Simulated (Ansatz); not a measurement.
TaN (P-62m, No. 189) was calculated with LDA in Ansatz (plane waves, PAW).

Numerical settings: plane-wave cutoff 520 eV, 12×12×20 k mesh (along the axes of the cell as run), Fermi–Dirac smearing 0.072 eV (set by the program), scalar-relativistic PAW data made under PBE.

Cell (relaxed at this level):

Space group P-62m (No. 189); a = b = 5.148 Å, c = 2.876 Å, α = β = 90.00°, γ = 120.00°

```
atom  site  symmetry       x       y       z
----  ----  --------  ------  ------  ------
Ta      2d      -6..  0.3333  0.6667  0.5000
Ta      1a      -62m  0.0000  0.0000  0.0000
N       3f       m2m  0.0000  0.3934  0.0000
```

Problem. Estimate the Voigt–Reuss–Hill bulk modulus, Voigt–Reuss–Hill shear modulus (Hill average), Young modulus and Poisson ratio that the calculation returns.

Solution. 
Voigt–Reuss–Hill bulk modulus: 345 GPa
Voigt–Reuss–Hill shear modulus (Hill average): 204 GPa
Young modulus: 511 GPa
Poisson ratio: 0.253

Elastic constants are with the ions relaxed.

Spin–orbit coupling is not included.

Computed values are for the static lattice.

The result took roughly 100 core-minutes.

Ansatz is a quantum-chemistry and plane-wave program.
